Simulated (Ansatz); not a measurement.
Start from Pd in the fcc (Cu type) structure (space group Fm-3m, No. 225).

```xyz
1
Lattice="0.0000 1.9557 1.9557 1.9557 0.0000 1.9557 1.9557 1.9557 0.0000" Properties=species:S:1:pos:R:3 pbc="T T T"
Pd     0.0000     0.0000     0.0000
```

Calculations: Kohn–Sham DFT with the r2SCAN functional, run in Ansatz (a quantum-chemistry and plane-wave program) with PAW and 500 eV plane waves, spin-orbit coupling left out, earlier PAW set.

Base values:

* **Lattice parameter a**: 3.911 Å

Perturbation: every Pd is replaced by Cu; the structure is relaxed again.

**Question.** What does the calculation give for the lattice parameter a after the change?

**Answer.** The lattice parameter a shrinks by 0.332 Å, from 3.911 Å to 3.579 Å.

No phonon test of stability was made. The final runs are not spin-polarised. Pd has a high density of states at the Fermi level and may be magnetic at this level.
